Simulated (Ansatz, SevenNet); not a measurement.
For CsCl-type CuZn, the machine-learned potential SevenNet-0 (trained on PBE and PBE+U data) gives:

```
Quantity                           Result
-------------------------  --------------
lattice constant a                2.961 Å
TO(Γ) frequency                  180 cm⁻¹
elastic constant C11              118 GPa
elastic constant C44             38.2 GPa
polycrystal shear modulus        13.6 GPa
formation enthalpy         -0.084 eV/atom
```

Problem. What does r²SCAN in Ansatz (plane waves, PAW) give for the same quantities?

Solution. 
- lattice constant a: 2.919 Å (shrinks by 1.4 %)
- zone-centre TO phonon frequency: 208 cm⁻¹ (increases by 16 %)
- elastic constant C11: 147 GPa (grows by 25 %)
- elastic constant C44: 96.2 GPa (goes up by 150 %)
- Voigt–Reuss–Hill shear modulus: 41.6 GPa (grows by 210 %)
- formation enthalpy: -0.108 eV/atom (moves by -0.024 eV/atom)

For comparison: lattice constant a 2.958 Å (measured, temperature not stated, not corrected to a static lattice; as tabulated in First-Principles Study on the Electrical and Thermal Conductivities of Cu–Zn …); formation enthalpy -0.124 eV/atom (measured, temperature not stated, not corrected to a static lattice; as tabulated in Nepal et al. (2020), arXiv:2007.11150).

Changes are worked out from the printed values.

Unless a cell is named, each level is at its own relaxed cell (SevenNet-0 12.98, r²SCAN 12.44 Å³/atom).

Ansatz's density-functional and Hartree–Fock values are scalar-relativistic unless marked +SOC, with PAW data made under PBE.

Ansatz is a program for electronic structure.
